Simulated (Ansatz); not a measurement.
# Equilibrium volume per atom of YGe (model structure, started from the WC type, P-6m2, No. 187, 2 atoms in the cell) at several levels of theory

No measured value is used here.

```
level (code)         value (Å³/atom)
-------------------  ---------------
PBE (Ansatz)                   25.26
PBEsol (Ansatz)                    ?
PBE-D3(BJ) (Ansatz)            24.20
r²SCAN (Ansatz)                25.47
```

**Question.** What belongs in the gaps?

**Answer.** 
- PBEsol (Ansatz, a quantum-chemistry and plane-wave program), value (Å³/atom): 24.07

The crystal itself was run without spin with PBE, PBEsol, PBE-D3(BJ), r²SCAN; a magnetic state was not tried in these runs. Ansatz's density-functional and Hartree–Fock values are scalar-relativistic unless marked +SOC, with PAW data made under PBE.

A model structure was made by putting elements into a prototype or built by hand; it is no filed structure, need not be a known phase, and can be a saddle point held by its symmetry.
